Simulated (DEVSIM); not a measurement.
Device: Al/Si3N4/p-Si capacitor, at 400 K.

Layer 1 from the left is Si3N4, thickness (nm) 2.30. Layer 2 from the left is Si, thickness (nm) 4100, Na (cm⁻³) 2e16.

Metal gate on the left, work function 4.1 eV. Fixed charge at the semiconductor interface 0 cm⁻² (in units of +e); no interface traps.

Constants are typed, rounded textbook-type inputs, not results; the design itself was drawn at random and stands for no fabricated device. Values at 300 K; Nc and Nv go as T^1.5, mobilities as T to minus their exponent, the gap by Varshni's rule with the affinity fixed.

Si3N4: gap (eV) 5.1, affinity (eV) 2.1, permittivity 7.5. Si: gap (eV) 1.124, affinity (eV) 4.05, permittivity 11.7, Nc (cm⁻³) 2.86e19, Nv (cm⁻³) 3.1e19, Varshni α (eV/K) 0.000473, Varshni β (K) 636.

Question: Estimate by hand the flat-band voltage, the threshold voltage, and compare with a numerical solution.

Answer: 
- Flat-band voltage: C = 2.89 μF/cm², work-function difference -0.778 V; VFB = φms − qNf/C = -0.78 V; numerical -0.78 V.
- Threshold voltage: φF = 0.282 V, depletion charge √(4εqNφF) = 6.11e-8 C/cm²; VT = VFB + 2φF + Qd/C = -0.19 V; numerical -0.19 V.

Simulated with DEVSIM: 1D Poisson equation in equilibrium, Boltzmann statistics, complete ionisation; no quantum confinement or tunnelling. Metal contacts follow the ideal Schottky-Mott rule: no Fermi-level pinning, no interface dipoles.
